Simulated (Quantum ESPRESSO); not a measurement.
A self-consistent single point of CuCl (F-43m, 2 atoms in the cell) with Quantum ESPRESSO.

Level of theory: PBE, PseudoDojo standard norm-conserving (PBE) pseudopotentials (plane waves; Quantum ESPRESSO 7.5).

```yaml
crystal:
  lattice:
    - [0.00000, 2.67227, 2.67227]
    - [2.67227, 0.00000, 2.67227]
    - [2.67227, 2.67227, 0.00000]
  atoms:
    - { symbol: Cu, position: [0.00000, 0.00000, 0.00000] }
    - { symbol: Cl, position: [0.25000, 0.25000, 0.25000] }
```

Reference input (self-consistent single point, DFT, PBE, plane waves, PseudoDojo standard norm-conserving (PBE) pseudopotentials): ecutwfc = 95 Ry; occupations = smearing; smearing = gaussian; degauss = 0.00147 Ry; potentials = {Cu: Cu.upf, Cl: Cl.upf}; K_POINTS = automatic 7 7 7 1 1 1; conv_thr = 1e-11 Ry; mixing_beta = 0.4. This run's input differs from it in these lines:

```diff
@@ -27,3 +27,3 @@
 K_POINTS automatic
-7 7 7  1 1 1
+6 6 6  1 1 1
 CELL_PARAMETERS bohr
```

Output (repeated stretches shortened):

```
     Self-consistent Calculation

     iteration #  1     ecut=    95.00 Ry     beta= 0.40

     Threshold (ethr) on eigenvalues was too large:
     Diagonalizing with lowered threshold

     total energy              =    -412.05163500 Ry
     estimated scf accuracy    <       0.06690782 Ry

     iteration #  2     ecut=    95.00 Ry     beta= 0.40

     total energy              =    -412.07112146 Ry
     estimated scf accuracy    <       0.01815985 Ry

     iteration #  3     ecut=    95.00 Ry     beta= 0.40

     total energy              =    -412.07321225 Ry
     estimated scf accuracy    <       0.00141524 Ry

   [... 8 blocks of this kind left out ...]

     iteration # 12     ecut=    95.00 Ry     beta= 0.40

     total energy              =    -412.07343768 Ry
     estimated scf accuracy    <          8.9E-11 Ry

     iteration # 13     ecut=    95.00 Ry     beta= 0.40
     End of self-consistent calculation

     the Fermi energy is     8.3243 ev

!    total energy              =    -412.07343768 Ry
     estimated scf accuracy    <          5.2E-12 Ry
     smearing contrib. (-TS)   =      -0.00000000 Ry
     internal energy E=F+TS    =    -412.07343768 Ry

     convergence has been achieved in  13 iterations

     Forces acting on atoms (cartesian axes, Ry/au):

     atom    1 type  1   force =     0.00000000    0.00000000   -0.00000000
     atom    2 type  2   force =     0.00000000    0.00000000    0.00000000

     Total force =     0.000000     Total SCF correction =     0.000000

          total   stress  (Ry/bohr**3)                   (kbar)     P=       24.18
   0.00016440   0.00000000  -0.00000000           24.18        0.00       -0.00
   0.00000000   0.00016440  -0.00000000            0.00       24.18       -0.00
  -0.00000000  -0.00000000   0.00016440           -0.00       -0.00       24.18

   JOB DONE.
```

The run converged in 13 iterations. Against the reference run the free energy stays essentially unchanged (within 1 meV/atom), the pressure stays at 2.42 GPa and the gap on the mesh goes from 0.906 to 0.996 eV.

The starting cell has typed, rounded lattice constants, without a prior relaxation at this level. Its lattice was rescaled by a random factor within 2.5 % of one. Another mesh or the band path of this cell gives a smaller gap, so this value is not converged in the mesh.
